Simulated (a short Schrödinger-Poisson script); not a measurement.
From a short Schrödinger-Poisson script (our own, NumPy): 1D Poisson equation in equilibrium, electrons quantum, Hartree (BenDaniel-Duke, 12 states a valley, the channel's in-plane mass for all, wave functions ending at the dielectric), parabolic valleys, classical holes, full ionisation, no traps, pinning or gate leakage.

System: MOS inversion layer, SiO2 on p-type GaN, at 300 K.

From the gate side: 2.4 nm SiO2; 1200 nm GaN, acceptors 2.9e17 cm⁻³.

Constants are typed, rounded textbook-type inputs, not results; the design itself was drawn at random and stands for no fabricated device. SiO2: permittivity 3.9, conduction-band edge (eV) 3.2, gap (eV) 9, electron mass (mₑ) 0.5. GaN: permittivity 9.5, conduction-band edge (eV) 0, gap (eV) 3.43, Nv at 300 K (cm⁻³) 4.6e19.

Channel valleys (confinement mass, in-plane density-of-states mass, number): Γ 0.2, 0.2, 1. At the gate the conduction-band edge of layer 1 lies 3.39 eV − eVg above the Fermi level of the channel; the field vanishes at the back. Gaps are held at their typed values at every temperature. Mesh 0.03 nm at interfaces.

Give the sheet density of all electrons at Vg = 0.8 V (cm⁻²); the sheet density of all electrons at Vg = 2 V (cm⁻²); the lowest subband against the Fermi level at Vg = 2 V (meV).

sheet density of all electrons at Vg = 0.8 V (cm⁻²): 5.22e11; sheet density of all electrons at Vg = 2 V (cm⁻²): 8.22e12; lowest subband against the Fermi level at Vg = 2 V (meV): -97.2. In real p-type GaN the Mg acceptor is only partly ionised, and so wide a gap doesn't supply an inversion layer without source and drain.
